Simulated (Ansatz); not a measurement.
Base system: Ge (space group I4_1/amd, No. 141; a = 5.117 Å, c = 2.805 Å; a cell from a computed database, its experimental status unchecked; relaxed with 0.1 eV smearing).

Calculations: PBEsol (Ansatz, a first-principles code), no spin-orbit coupling.

Base values:

* **Pressure**: 0.0 GPa
* **Band gap**: zero

It is then changed as follows: an isotropic linear strain of −0.39 %, atoms relaxed at fixed cell.

Task: What happens to the pressure, energy relative to the base and band gap?

Result: The pressure (mean of the normal stresses, compression positive) goes from zero to 0.9 GPa; the energy rises by 0.6 meV/atom; the band gap remains zero.

Whether these cells are dynamically stable was not tested. This is not the structure that Ge has at room temperature and ambient pressure.
